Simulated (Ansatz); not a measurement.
System: Ti-vacancy pair (Ti on one host Al site, one Al site vacant) in fcc Al (neutral cell). Method: PBE, PAW (plane waves to 420 eV; Ansatz, a first-principles code).

32-site cell at the relaxed PBE lattice, a 3×3×3 k-point mesh shifted by half a step, smearing 0.10 eV, spin-restricted, no finite-size correction. No zero-point or tunnelling terms. Forms of the defect that were not tried may lie lower. The start lies 0.39 eV above the lowest site run (PBE).

Barriers: single points on a 5×5×5 k-point mesh shifted by half a step at the bands' geometries (they differ from the bands' own by up to 0.10 eV, and are uncertain by about as much).

The step: one Al atom jumps into the vacancy from a nearby Al site (Ti-vacancy distance between ideal sites 2.86 → 4.04 Å). Atoms about the jump, Cartesian Å from the middle of the jump, before and after:

```json
[
 {"atom": "Al1", "x0": "0.00", "y0": "0.98", "z0": "-0.96", "x1": "0.00", "y1": "-0.98", "z1": "0.96"},
 {"atom": "Al2", "x0": "-1.97", "y0": "-1.01", "z0": "-0.97", "x1": "-1.97", "y1": "-0.98", "z1": "-1.01"},
 {"atom": "Al3", "x0": "1.97", "y0": "-1.01", "z0": "-0.97", "x1": "1.97", "y1": "-0.98", "z1": "-1.01"},
 {"atom": "Al4", "x0": "-1.99", "y0": "1.02", "z0": "1.03", "x1": "-1.99", "y1": "1.04", "z1": "0.98"},
 {"atom": "Al5", "x0": "1.99", "y0": "1.02", "z0": "1.03", "x1": "1.99", "y1": "1.03", "z1": "0.98"},
 {"atom": "Al6", "x0": "0.00", "y0": "-1.02", "z0": "-3.01", "x1": "0.00", "y1": "-0.98", "z1": "-2.98"},
 {"atom": "Ti7", "x0": "0.00", "y0": "-3.04", "z0": "-1.04", "x1": "0.00", "y1": "-3.01", "z1": "-1.01"},
 {"atom": "Al8", "x0": "0.00", "y0": "3.08", "z0": "0.98", "x1": "0.00", "y1": "3.05", "z1": "0.96"},
 {"atom": "Al9", "x0": "0.00", "y0": "1.01", "z0": "3.01", "x1": "0.00", "y1": "1.03", "z1": "3.03"},
 {"atom": "Al10", "x0": "2.01", "y0": "1.03", "z0": "-3.01", "x1": "1.99", "y1": "1.04", "z1": "-3.00"},
 {"atom": "Al11", "x0": "-2.01", "y0": "1.03", "z0": "-3.00", "x1": "-1.99", "y1": "1.03", "z1": "-3.00"},
 {"atom": "Al12", "x0": "2.01", "y0": "3.07", "z0": "-1.02", "x1": "1.97", "y1": "3.05", "z1": "-1.01"},
 {"atom": "Al13", "x0": "-2.01", "y0": "3.07", "z0": "-1.02", "x1": "-1.97", "y1": "3.05", "z1": "-1.01"},
 {"atom": "Al14", "x0": "-1.97", "y0": "-2.97", "z0": "0.99", "x1": "-2.00", "y1": "-3.01", "z1": "0.99"},
 {"atom": "Al15", "x0": "1.97", "y0": "-2.97", "z0": "0.99", "x1": "2.00", "y1": "-3.01", "z1": "0.99"},
 {"atom": "Al16", "x0": "-1.99", "y0": "-0.97", "z0": "3.02", "x1": "-2.01", "y1": "-1.00", "z1": "3.03"},
 {"atom": "Al17", "x0": "1.99", "y0": "-0.97", "z0": "3.02", "x1": "2.01", "y1": "-1.00", "z1": "3.03"}
]
```

Task: Where do these atoms stand at the saddle point, and how high is it?

Result: 
```json
[
 {"atom": "Al1", "x": "0.00", "y": "0.07", "z": "-0.17"},
 {"atom": "Al2", "x": "-2.15", "y": "-1.08", "z": "-1.06"},
 {"atom": "Al3", "x": "2.16", "y": "-1.09", "z": "-1.06"},
 {"atom": "Al4", "x": "-2.12", "y": "1.06", "z": "1.04"},
 {"atom": "Al5", "x": "2.13", "y": "1.06", "z": "1.04"},
 {"atom": "Al6", "x": "0.00", "y": "-0.97", "z": "-2.98"},
 {"atom": "Ti7", "x": "0.00", "y": "-2.98", "z": "-1.03"},
 {"atom": "Al8", "x": "0.00", "y": "3.04", "z": "0.93"},
 {"atom": "Al9", "x": "0.00", "y": "1.00", "z": "2.95"},
 {"atom": "Al10", "x": "1.97", "y": "1.03", "z": "-2.98"},
 {"atom": "Al11", "x": "-1.96", "y": "1.03", "z": "-2.99"},
 {"atom": "Al12", "x": "1.96", "y": "3.04", "z": "-1.02"},
 {"atom": "Al13", "x": "-1.96", "y": "3.04", "z": "-1.02"},
 {"atom": "Al14", "x": "-1.96", "y": "-2.97", "z": "0.99"},
 {"atom": "Al15", "x": "1.97", "y": "-2.97", "z": "0.99"},
 {"atom": "Al16", "x": "-1.98", "y": "-0.98", "z": "3.00"},
 {"atom": "Al17", "x": "1.99", "y": "-0.99", "z": "3.00"}
]
```
It lies 0.36 eV above the start and 0.76 eV above the end. The saddle point's order was not checked, and it lies on a symmetry element of the cell, where a band can be held.
